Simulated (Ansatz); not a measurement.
## Rb: energy against strain

Rb (bcc, Im-3m, 86.464 Å³/atom at rest, cube axes along x, y and z) under a strain ε along a cube axis (axis z), the other axes held. PBEsol in Ansatz, a plane-wave DFT program (PAW, default set), 420 eV, 17×17×17 Γ-centred mesh, Fermi-Dirac smearing 0.10 eV; ions are relaxed within the symmetry of each cell.

Here s stands for strain and y for E less E0.

```csv
strain (%),E less E0 (meV/atom)
-1.50,0.15
-1.00,0.05
-0.50,0.00
0.00,0.00
0.50,0.04
1.00,0.12
1.50,0.25
3.00,?
```

The 7 complete rows are fitted with a parabola, y against s. Least squares gives y = -0.002 + 0.0343·s + 0.0895·s². Residuals (row less fit): 0.002, -0.003, -0.003, 0.002, 0.002, -0.002, -0.001; standard error 0.003 (degrees of freedom: 4). Twice the quadratic coefficient over the volume, 2 × 0.0895 meV × 10⁴ × 0.1602 / 86.464 Å³, is the elastic constant C11 = 3.3 ± 0.1 GPa.

### Question
What does the fit predict for y at s = 3.00, and how far is the calculated value from it?

### Answer
y = -0.002 + 0.0343 × 3.0 + 0.0895 × 3.0² = 0.906 meV/atom. The calculation gives 0.85 meV/atom, 0.056 meV/atom below the prediction (6.6 % of the range of y in the table). The row lies outside the fitted rows, so this is an extrapolation. The fitted rows scatter only by rounding.

One order more, fitted to all 13 runs of the series, follows each within 0.01, so the miss is the next term of a smooth law. In a metal these values are sensitive to mesh and smearing; energies are taken to zero smearing, stresses follow the free energy. Rows are the converged runs of the series near zero and its far end; series whose fitted rows scatter by over a few per cent of the range, as at a crossing or softening among them, aren't shown in this form. Most that stay on the fit to the last digits aren't either.
